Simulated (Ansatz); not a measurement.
Start from AlN in the zinc blende structure (space group F-43m, No. 216; a = 4.342 Å). Axes: x, y, z lie along the cube axes.

Level of theory: LDA (Ansatz, a program for electronic structure, PAW, no SOC).

Before the change:

Smallest direct gap: 4.39 eV
Valley order: X along ⟨100⟩ 3.25 eV; Γ 4.39 eV

Modification: uniaxial strain ε_zz = +2.00 %, all other strain components held at zero, atoms relaxed at fixed cell.

Task: Estimate the effect on the smallest direct gap, energy relative to the base and valley order.

Result: The smallest direct gap drops by 0.21 eV to 4.18 eV; the energy increases by 3.8 meV/atom; the valley order (the lowest conduction-band minima on the path, energy above the VBM, named in the base's zone) becomes X along [010] 3.18 eV; X along [001] 3.28 eV; Γ 4.18 eV (base: X along ⟨100⟩ 3.25 eV; Γ 4.39 eV).

Stability against distortions was not tested. This is not the structure that AlN has at room temperature and ambient pressure.
